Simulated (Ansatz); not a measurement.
Results of PBE (Ansatz, an electronic-structure program, PAW) for BSiCN (model structure, started from the AlSiCN type, P3m1, No. 156, 4 atoms in the cell).

Settings: plane-wave cutoff 520 eV, 12×12×8 k mesh (along the axes of the cell as run), Fermi–Dirac smearing 0.01 eV, scalar-relativistic PAW data made under PBE.

Cell (relaxed with PBEsol):

```cif
data_CBNSi
_chemical_formula_sum 'B1 Si1 C1 N1'
_space_group_name_H-M_alt 'P3m1'
_space_group_IT_number 156
_space_group_name_Hall 'P 3 -2"'
_cell_length_a 2.86149
_cell_length_b 2.86149
_cell_length_c 4.63507
_cell_angle_alpha 90.000
_cell_angle_beta 90.000
_cell_angle_gamma 120.000
loop_
_atom_site_label
_atom_site_type_symbol
_atom_site_symmetry_multiplicity
_atom_site_Wyckoff_symbol
_atom_site_fract_x
_atom_site_fract_y
_atom_site_fract_z
_atom_site_occupancy
B1 B 1 b 0.33333 0.66667 0.49143 1
Si1 Si 1 c 0.66667 0.33333 0.00173 1
C1 C 1 b 0.33333 0.66667 0.14588 1
N1 N 1 c 0.66667 0.33333 0.61095 1
```

Predict the band gap and smallest direct gap on the k points sampled.


* **band gap**: 2.56 eV (indirect)
* **smallest direct gap on the k points sampled**: 3.75 eV

Note: the relaxation could raise the start's symmetry but not lower it, so the cell can be a saddle point; cell and atoms aren't relaxed at this level (largest force component 0.07 eV/Å, pressure 4.3 GPa).

The computed numbers hold no vibrational or temperature effects.

Cost on a shared machine: around 12 core-seconds (rough).

A model structure was made by putting elements into a prototype or built by hand; it is no filed structure, need not be a known phase, and can be a saddle point held by its symmetry.
